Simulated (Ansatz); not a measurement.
The parent structure is a 16-atom supercell of CdTe in the zinc blende structure (space group F-43m, No. 216; a = 6.618 Å) at its relaxed geometry.

Calculations: plane-wave PAW DFT at the PBE level (Ansatz, a first-principles code, 420 eV), spin-orbit coupling left out.

One neutral defect a cell, atoms relaxed at fixed cell.

One change was made to it. Results:

The pressure goes from zero to 2.3 GPa; the largest displacement of a host atom from its site in the perfect cell comes out as 1.61 Å.

Task: Which change produced these results?
A) Te on a Cd site (antisite)
B) I on a Te site, symmetric start
C) Te vacancy, symmetric start
D) Te interstitial (started 2.87 Å from the nearest host atom)

Result: D, Te interstitial (started 2.87 Å from the nearest host atom). For comparison, the pressure in the other runs: Te vacancy, symmetric start gives -0.5 GPa; Te on a Cd site (antisite) gives 0.7 GPa; I on a Te site, symmetric start gives 1.3 GPa.

The magnetic state is the one reached from the starting moments; the real material's order can differ, and small cells can't hold many antiferromagnetic ones. The cell is small, so the values are those of an ordered compound at a high defect concentration; dilute-limit values will differ. A case with no gap was solved on a k-mesh chosen for an insulator, which is coarse for it. Defects with a symmetric start kept the site's symmetry and may sit on a saddle; the others started slightly shaken. Starting moments died away, wholly or in part, for Te interstitial (started 2.87 Å from the nearest host atom), Te vacancy, Te on a Cd site (antisite) and I on a Te site; another magnetic solution may exist.
